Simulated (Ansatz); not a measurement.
The cell is made up: elements placed on another compound's structure type, so the phase may be hypothetical.

By PBEsol, the system below comes out a metal.

Given:

```yaml
crystal:
  lattice:
    - [4.13845, 0.00000, 0.00000]
    - [0.00000, 5.85265, 0.00000]
    - [0.00000, 2.92632, 2.92632]
  atoms:
    - { symbol: Al, position: [0.00000, 0.00000, 0.00000] }
    - { symbol: Pt, position: [0.50000, 0.00000, 0.50000] }
    - { symbol: Pt, position: [0.50000, 0.50000, 0.50000] }
    - { symbol: Pt, position: [0.00000, 0.50000, 0.00000] }
    - { symbol: C, position: [0.50000, 0.50000, 0.00000] }
```

Space group of this cell: Pm-3m, anti-perovskite. The cell was relaxed by PBE-D3(BJ); by PBEsol its mean pressure is -0.9 GPa.

The current flows along the normal of the first two printed cell vectors. No spin-orbit coupling; the value is a mean over 0.1 eV about the Fermi level.

Task: Compute, with PBEsol (Ansatz, a quantum-chemistry and plane-wave program), the ballistic conductance per area.

Result: 0.62 × 10¹⁵ S/m² for both spins.
